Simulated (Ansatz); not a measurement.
## SiO2, pressure series

Consider SiO₂ (space group P3_221, No. 154; a = 4.9490 Å, c = 5.4415 Å).

Cell and atoms are relaxed at each pressure.

Level of theory: PBEsol (Ansatz, a quantum-chemistry and plane-wave program), scalar-relativistic without spin-orbit coupling.

Candidates:
(a) pressure 22.5 GPa
(b) pressure 30 GPa
(c) pressure −1 GPa

For the base:

| Quantity | Result |
|---|---|
| Smallest direct gap | 6.03 eV |

Q: Order them by smallest direct gap, lowest first.

A: (c) pressure −1 GPa (5.98 eV), (a) pressure 22.5 GPa (6.70 eV), (b) pressure 30 GPa (6.89 eV)

Load acts through the strain it causes; cell and atoms are relaxed under it. Stability against distortions was not tested. No other phases were tried under pressure.
